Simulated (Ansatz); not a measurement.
Take GaP in the zinc blende structure (space group F-43m, No. 216) as the base.

```xyz
2
Lattice="0.0000 2.7257 2.7257 2.7257 0.0000 2.7257 2.7257 2.7257 0.0000" Properties=species:S:1:pos:R:3 pbc="T T T"
P      4.0885     4.0885     4.0885
Ga     0.0000     0.0000     0.0000
```

The other end (x = 1) is InP in the zinc blende structure (space group F-43m, No. 216): 25.76 Å³/atom, gap 1.03 eV.

Level of theory: Kohn–Sham DFT with the r2SCAN functional, run in Ansatz (a first-principles code) with PAW and 500 eV plane waves, spin-orbit coupling left out.

In replaces a fraction x of Ga; each row is one arrangement (x, atoms in the cell, starting space group or random), fully relaxed.

One change was made to it. Results:

| quantity | base | after |
|---|---|---|
| mixing energy | – | +25 meV/atom |
| band gap | 1.85 eV | 1.62 eV |
| deviation of the volume from the linear (Vegard-type) interpolation | – | -0.4 % |
| mean first-shell distances | – | Ga–P 2.380 Å (end compound 2.361 Å), In–P 2.524 Å (end compound 2.558 Å) |
| valence-band top at Γ (three highest levels, from the VBM) | 0.00, 0.00, 0.00 eV | 0.00, 0.00, -0.15 eV |

**Question.** Which of these changes matches the shifts?
A) x(In) = 0.5, 8 atoms, P-4m2
B) x(In) = 0.75, 8 atoms, Pmm2
C) x(In) = 0.5, 4 atoms, P-4m2
D) x(In) = 0.333, 6 atoms, I-4m2

**Answer.** D, x(In) = 0.333, 6 atoms, I-4m2. For comparison, the band gap in the other runs: x(In) = 0.5, 8 atoms, P-4m2 gives 1.43 eV; x(In) = 0.75, 8 atoms, Pmm2 gives 1.18 eV; x(In) = 0.5, 4 atoms, P-4m2 gives 1.36 eV.

Each cell is one ordered arrangement of few atoms, which overstates ordering effects compared with a random alloy. Stability against distortions was not tested.
